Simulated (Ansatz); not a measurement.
**FeGe under a change: biaxial strain +1.24 %, plane normal [001], relaxed out of plane**

Take FeGe (space group C2/m, No. 12; ferromagnetic; a cell from a computed database, its experimental status unchecked) as the base.

```
FeGe
1.0
    5.82581    -1.92711     0.00000
    5.82581     1.92711     0.00000
   -1.13699     0.00000     4.68779
Fe Ge
4 4
Direct
  0.00000   0.00000   0.00000
  0.00000   0.00000   0.50000
  0.79489   0.79489   0.64280
  0.20511   0.20511   0.35720
  0.18439   0.18439   0.84212
  0.81561   0.81561   0.15788
  0.42893   0.42893   0.70051
  0.57107   0.57107   0.29949
```

Cartesian axes are those of the cell as printed.

Perturbation: biaxial strain +1.24 %, plane normal [001], relaxed out of plane (Cartesian); in-plane vectors clamped, the third vector and the atoms free.

All numbers come from Ansatz (a quantum-chemistry and plane-wave program) PBEsol, no spin-orbit coupling, earlier PAW set. Settings: 10×10×8 k-points, 0.05 eV Fermi–Dirac smearing.

```tsv
quantity	base	changed	shift
volume per atom	13.16 Å³	13.39 Å³	+0.23 Å³
space group	C2/m (No. 12)	C2/m (No. 12)	–
band gap	zero	zero	–
magnetic state	ferromagnetic	ferromagnetic	–
largest site moment	1.58 μB	1.65 μB	+0.07 μB
out-of-plane strain (rough)	–	-0.72 %	–
mean in-plane stress (compression positive) (rough)	–	-3.3 GPa	–
```

Other magnetic orders, which the real material may have, were not ruled out. Without a gap, meshes like the base's 10×10×8 leave anisotropic stresses uncertain by several tenths of a GPa, and small strain energies with them. No phonon test of stability was made.
